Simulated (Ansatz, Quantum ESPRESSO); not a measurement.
# One structure in several programs: CuAu (P4/mmm, 2 atoms in the cell)

Relaxation of cell and atoms.

```
CuAu
1.0
    2.80000     0.00000     0.00000
    0.00000     2.80000     0.00000
    0.00000     0.00000     3.67000
Cu Au
1 1
Direct
  0.00000   0.00000   0.00000
  0.50000   0.50000   0.50000
```

Shared settings, as Ansatz (a first-principles code) writes them: kpoints.mp_grid.grid = 12 12 10; scf.occupations.method = gaussian; scf.occupations.width = 0.272 eV. Potentials and cutoffs stand in the table.

```
code                                                  model  final volume (Å³/atom)   cutoff
----------------  -----------------------------------------  ----------------------  -------
Ansatz                               PBE, default PAW files                   15.01  default
Quantum ESPRESSO  PBE, PSlibrary PAW (PBE) pseudopotentials                   14.97    50 Ry
```

On Ansatz's run: spin-orbit coupling is off. Spin polarisation is off.

The spread over the programs that give each value: final volume within 0.04 Å³/atom.

The programs treat the finite-basis stress differently while the cell relaxes: Ansatz adds an estimate of it.

The starting cell has typed, rounded lattice constants, without a prior relaxation at this level.

Left out of this page: SIESTA (failed or unconverged).

Keys are those of Ansatz 0.2.
